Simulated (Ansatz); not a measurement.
## A computed series for SnO: response to strain

Start from SnO in the litharge type structure (space group P4/nmm, No. 129; a = 3.7927 Å, c = 4.7644 Å; layered, stacked along the Cartesian z axis). Axes: x, y, z lie along a, b, c of the conventional cell.

Strains are applied to the cell and any free atomic positions relax.

Level of theory: Kohn–Sham DFT with the r2SCAN+rVV10 functional, run in Ansatz (a first-principles code) with PAW and 500 eV plane waves, no SOC, earlier PAW set.

Task: Only one of these has a band gap. Which?
A. isotropic strain −0.62 %
B. isotropic strain +2.51 %
C. uniaxial strain ε_zz = −1.03 %
D. strain tensor (xx, yy, zz, yz, xz, xy) = (−1.01, −0.03, +0.19, −0.24, −0.93, +0.66) %
E. isotropic strain −5.80 %

Result: B, isotropic strain +2.51 %. Computed: strain tensor (xx, yy, zz, yz, xz, xy) = (−1.01, −0.03, +0.19, −0.24, −0.93, +0.66) %: zero; isotropic strain +2.51 %: 0.66 eV; isotropic strain −0.62 %: zero; uniaxial strain ε_zz = −1.03 %: zero; isotropic strain −5.80 %: zero

The mesh was chosen for an insulator and is coarse for the gapless case. Whether these cells are dynamically stable was not tested. All final runs are without spin polarisation. A zero or small gap of SnO can be the functional's error rather than a property of the material.
